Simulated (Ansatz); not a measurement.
An Ansatz (an electronic-structure program) run: C with a change (pressure 0.9 GPa); Kohn–Sham DFT with the LDA functional, run in Ansatz with PAW and 420 eV plane waves, spin-orbit coupling left out.

Input:

Ansatz 0.2 input:
```yaml
crystal:
  lattice:
    - [0, 1.7658727401, 1.7658727401]
    - [1.7658727401, 0, 1.7658727401]
    - [1.7658727401, 1.7658727401, 0]
  atoms:
    - { symbol: C, position: [0, 0, 0] }
    - { symbol: C, position: [0.25, 0.25, 0.25] }
basis: { ecutwfc: 420, ecutrho_ratio: 4, xc_grid: 2, fft_grid_basis: typed }
kpoints: { mp_grid: { grid: [16, 16, 16] } }
hamiltonian:
  xc: lda
  dispersion: none
  pseudopotentials: { kind: paw }
scf: { occupations: { method: fermi_dirac, width: 0.05 } }
relax: { f_tol: 0.01, max_steps: 60, cell: { stress_tol: 0.02, p_target: 0.9 } }
output: { forces: true, stress: true }
checkpoint: { write: state.ck, write_every: 1000 }
```

Output (explanatory and most iteration lines left out):

```
Relaxation: its limit of steps is 60 (relax.max_steps)
Pseudopotential: C, paw, valence charge 4
Crystal: 2 atoms, lattice volume = 11.013 Å³
Basis set: ecut = 420 eV, 181 PW (Γ), exchange–correlation on 36×36×36 points (8 copies of the dense FFT grid, shifted against one another)
Bands: 8, of which v1, the nominal top of the filled ones, is band 4 counted from 1 (3 counted from 0)
Symmetry: 48 space group operations
Space group: Fd-3m (ITA 227), of the structure as read, at distance tolerance 2.2e-5 Å
k-points: 145 of 4096
Functional: x = slater, c = lda
SCF iter   1: F=—  HF=-485.986000 eV  |F-HF|=—  |Δ(HF+E_count)|=         —  Δρ=7.50e-3  dr2=2.31e-3  ethr=1.77e-3  ⟨swp⟩=4.7  Hψ=7518  notcnv=0
SCF iter   2: F=—  HF=-485.985459 eV  |F-HF|=—  |Δ(HF+E_count)|=   5.41e-4  Δρ=3.53e-3  dr2=5.01e-4  ethr=2.89e-5  ⟨swp⟩=1.0  Hψ=2329  notcnv=0
SCF 1 converged in 6 iterations: F = -485.985323 eV  dr2 = 9.10e-11
relax step   1: F+E_penalty+E_count = -485.98532308 eV  Δ(F+E_penalty+E_count) = +0.000e0 eV  max|allowed force component| = 2.197e-17 eV/Å  Δτ_max = 0.0000 Å  P = -0.005 GPa  Ω = 11.013 Å³  (6 SCF iters, dr2 threshold 1.00e-7 eV, accepted)
[... steps on the carried basis left out ...]
relax step   6: F+E_penalty+E_count = -485.98523189 eV  Δ(F+E_penalty+E_count) = -1.705e-13 eV  max|allowed force component| = 2.035e-16 eV/Å  Δτ_max = 0.0000 Å  P = +0.900 GPa  Ω = 10.992 Å³  stress off target by 4.78e-4 GPa  SCF on the basis re-selected at this cell (its energy is not comparable with the rows above)  (6 SCF iters)
SCF converged after 6 iterations
Free energy (F): -485.985232 eV
Internal energy: -485.985232 eV  (E = F + TS)
E sigma→0 (E₀):  -485.985232 eV
Fermi energy:    15.707913 eV
--- Forces (eV/Å), atoms counted from 1 ---
  atom   1  C     -0.00000000    -0.00000000    -0.00000000
  atom   2  C      0.00000000     0.00000000     0.00000000
--- Stress (GPa, compression-positive) ---
        0.899522      -0.000000      -0.000000
       -0.000000       0.899522      -0.000000
       -0.000000      -0.000000       0.899522
  P = ⅓ Tr σ = 0.8995 GPa (8.995 kbar)
--- Relaxed structure (4 steps of the walk, 4 accepted, 2 SCFs on fresh bases) ---
  cell:  # Å, volume = 10.9918 Å³
    - [-1.946591346942143e-34, 1.7647361295610111, 1.7647361295610111]
    - [1.7647361295610111, 8.240171959448336e-35, 1.7647361295610111]
    - [1.7647361295610111, 1.7647361295610111, 4.1399897767276665e-34]
  atoms:
    - { symbol: C, position: [-1.3064948151831296e-35, 3.976288567948656e-36, 9.656700807875306e-36] }
    - { symbol: C, position: [0.25, 0.25, 0.25] }
```

Load acts through the strain it causes; cell and atoms are relaxed under it. Stability against distortions was not tested. The cell was made from C in the diamond structure (space group Fd-3m, No. 227) by this change: pressure 0.9 GPa.
